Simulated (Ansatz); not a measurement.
# Ta: response to strain

Base system: Ta in the bcc (W type) structure (space group Im-3m, No. 229; a = 3.305 Å). Axes: x, y, z lie along the cube axes.

Strains are applied to the cell and any free atomic positions relax; under stress the whole cell relaxes.

Computed with plane-wave PAW DFT at the r2SCAN level (Ansatz, a program for electronic structure, 500 eV), without spin-orbit coupling.

Candidates:
(a) uniaxial strain ε_yy = −2.79 %
(b) tensor shear ε_xy = −0.38 %
(c) uniaxial stress, 2 GPa compression along x
(d) uniaxial strain ε_xx = −1.32 %

Notes on the quantities. energy relative to the base: free energy F.

Task: Order them by energy relative to the base, highest first.

Result: (a) uniaxial strain ε_yy = −2.79 % (+13 meV/atom), (d) uniaxial strain ε_xx = −1.32 % (+2.9 meV/atom), (c) uniaxial stress, 2 GPa compression along x (+1.4 meV/atom), (b) tensor shear ε_xy = −0.38 % (+0.3 meV/atom)

Without a gap, meshes like the base's 20×20×20 leave anisotropic stresses uncertain by several tenths of a GPa, and small strain energies with them. Beyond what the load breaks, stability against distortions was not tested. All final runs are without spin polarisation.
